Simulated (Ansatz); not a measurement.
Levels about the gap of amorphous Al28O41F2 (71 atoms in a cell of 778 Å³, 3.09 g/cm³; zone centre alone, so wide bands show as single levels with stretches between that a denser mesh fills), at the geometry that PBE relaxed, where it gives -0.1 GPa on a denser mesh. The participation number counts the atoms over which a state spreads; weights are charges in smoothed Voronoi cells. The levels come from a single point, so bond lengths are those of that geometry. Method of the levels: PBE, scalar-relativistic without spin-orbit coupling (Ansatz, a first-principles code). Sampling: the zone centre alone; Fermi-Dirac width 0.02 eV; no spin polarisation. At PBE the levels at the filled edge of the gap are localised (band-tail or defect states), and the nearest spread-out levels lie 4.2 eV apart at the zone centre.

Preparation: random packing, a CHGNet melt and quench, and a DFT relaxation. O and F atoms were pushed apart under 1.9 Å during the dynamics, to hinder bonds among them. The hot cell started wider than the set density and was brought back towards it in steps. It is the lowest in DFT energy of 2 quenches. It is a model cell: composition and starting density were chosen by hand, and all elements were melted together. No dispersion term was used. Its density started from a set value of 3.09 and ended at 3.09 g/cm³. The quench (nominally 340 K/ps over its main leg) was far faster than any real one, so the model tends to hold more defects than a real film. A cell of this size samples the disorder only roughly. The volume was held where the preparation left it, at a PBE pressure of -0.1 GPa (tension). Stress components on the final sampling reach 2.8 GPa. Cycles of charging lowered its energy after that relaxation.

| E - E(highest filled), eV | filling | participation number | largest on | weight O | weight Al | weight F |
|---|---|---|---|---|---|---|
| -0.56 | filled | 6.4 | O, 3 neighbours | 0.93 | 0.05 | 0.02 |
| -0.47 | filled | 6.8 | O, 2 neighbours | 0.93 | 0.06 | 0.01 |
| -0.46 | filled | 8.2 | O, 3 neighbours | 0.94 | 0.06 | 0.00 |
| -0.38 | filled | 8.6 | O, 3 neighbours | 0.94 | 0.05 | 0.00 |
| -0.25 | filled | 7.4 | O, 3 neighbours | 0.94 | 0.06 | 0.01 |
| -0.18 | filled | 12.0 | O, 2 neighbours | 0.94 | 0.05 | 0.01 |
| 0.00 | filled | 2.9 | O, 2 neighbours | 0.92 | 0.05 | 0.03 |
| 3.39 | empty | 61.9 | Al, 5 neighbours | 0.56 | 0.41 | 0.03 |
| 5.59 | empty | 13.7 | Al, 5 neighbours | 0.54 | 0.44 | 0.02 |
| 5.67 | empty | 29.9 | Al, 5 neighbours | 0.57 | 0.41 | 0.02 |
| 5.92 | empty | 39.2 | Al, 4 neighbours | 0.59 | 0.39 | 0.02 |
| 6.01 | empty | 44.4 | O, 3 neighbours | 0.60 | 0.38 | 0.02 |
| 6.09 | empty | 46.5 | Al, 4 neighbours | 0.61 | 0.38 | 0.01 |
| 6.19 | empty | 44.5 | Al, 4 neighbours | 0.58 | 0.37 | 0.05 |

Most localised among these is the filled level at +0.00 eV, on a O atom, which has 2 neighbours (Al 1.71 Å, Al 1.72 Å).
